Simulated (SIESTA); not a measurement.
Input and output of a self-consistent single point for YB2Pd7 (Fm-3m, 10 atoms in the cell) (SIESTA).

Method: LDA PW92, numerical atomic orbitals TZP, PseudoDojo LDA standard norm-conserving potentials (rewritten from UPF to PSML) (SIESTA).

```
YB2Pd7
1.0
    0.00000     4.23853     4.23853
    4.23853     0.00000     4.23853
    4.23853     4.23853     0.00000
Y B Pd
1 2 7
Cartesian
  0.00000   0.00000   0.00000
  6.35779   6.35779   6.35779
  2.11926   2.11926   2.11926
  2.11926   4.23853   2.11926
  4.23853   2.11926   2.11926
  2.11926   0.00000   2.11926
  0.00000   2.11926   2.11926
  2.11926   2.11926   4.23853
  2.11926   2.11926   0.00000
  4.23853   4.23853   4.23853
```

Reference input (self-consistent single point, DFT, LDA PW92, numerical atomic orbitals TZP, PseudoDojo LDA standard norm-conserving potentials (rewritten from UPF to PSML)): XC.functional = LDA; XC.authors = PW92; potentials = PseudoDojo LDA standard; PAO.BasisSize = TZP; PAO.EnergyShift = 0.01 Ry; MeshCutoff = 350 Ry; kgrid.MonkhorstPack = 4 4 4; OccupationFunction = FD; ElectronicTemperature = 0.05 eV; MaxSCFIterations = 150; SCF.Mixer.Method = Pulay; SCF.Mixer.Weight = 0.1. This run's input differs from it in these lines:

```diff
@@ -41,4 +41,5 @@
 %endblock kgrid.MonkhorstPack
-OccupationFunction           FD
-ElectronicTemperature        0.05 eV
+OccupationFunction           MP
+OccupationMPOrder            0
+ElectronicTemperature        0.3 eV
```

Log, with long lists cut:

```
        iscf     Eharris(eV)        E_KS(eV)     FreeEng(eV)     dDmax    Ef(eV) dHmax(eV)
   scf:    1   -26914.488798   -26969.061922   -26969.331188  1.560885 -4.714266  5.013756
   scf:    2   -26976.693989   -26973.592713   -26973.890317  0.050836 -4.870747  4.076570
   scf:    3   -26976.420733   -26975.310045   -26975.611235  0.042842 -5.001967  2.886872
   scf:    4   -26975.836936   -26975.810648   -26976.075853  0.052145 -5.128567  1.473584
   scf:    5   -26958.331146   -26970.267232   -26970.649482  0.086420 -5.052597 13.878251
   [... 8 lines left out ...]
   scf:   14   -26975.924896   -26975.924951   -26976.209741  0.000036 -5.178694  0.033912
   scf:   15   -26975.925521   -26975.925246   -26976.209772  0.000134 -5.178823  0.005953
   scf:   16   -26975.925360   -26975.925304   -26976.209773  0.000025 -5.178843  0.000036
   scf:   17   -26975.925301   -26975.925302   -26976.209773  0.000001 -5.178845  0.000084
SCF Convergence by DM+H criterion
max |DM_out - DM_in|         :     0.0000012438
max |H_out - H_in|      (eV) :     0.0000842862
SCF cycle converged after 17 iterations

Using DM_out to compute the final energy and forces

siesta: E_KS(eV) =           -26975.9253

siesta: E_KS - E_eggbox =    -26975.9253

siesta: Atomic forces (eV/Ang):
     1    0.000000   -0.000000    0.000000
     2    0.000000    0.000000    0.000000
     3   -0.000000   -0.000000   -0.000000
     4    0.000000   -0.000000    0.000000
     5   -0.000000    0.000000    0.000000
     6   -0.000000    0.000000    0.000000
     7    0.000000   -0.000000    0.000000
     8   -0.000000    0.000000   -0.000000
     9    0.000000    0.000000    0.000000
    10    0.000000   -0.000000    0.000000
   Tot    0.000000    0.000000    0.000000
   Max    0.000000
   [... lines left out ...]
siesta: FreeEng =    -26976.209773
   [... lines left out ...]
siesta:     0.083560   -0.000000    0.000000
siesta:    -0.000000    0.083560    0.000000
siesta:     0.000000    0.000000    0.083560

siesta: Cell volume =        152.291541 Ang**3

siesta: Pressure (static):
siesta:                Solid            Molecule  Units
siesta:          -0.00091008         -0.00091008  Ry/Bohr**3
siesta:          -0.08355992         -0.08355992  eV/Ang**3
siesta:        -133.87775853       -133.87775853  kBar
```

The run converged in 17 iterations. Against the reference run the free energy falls by 13.4 meV/atom and the pressure moves little (-13.45 to -13.39 GPa).

The starting cell comes from a database of computed structures (which also holds hypothetical and non-ambient phases and stackings), without a prior relaxation at this level. Spin polarisation is off. Values carry the incompleteness of an atom-centred basis. With a pressure of about -13 GPa the cell is away from its equilibrium volume at this level.

Cost on one core of a shared machine: roughly 2 min.
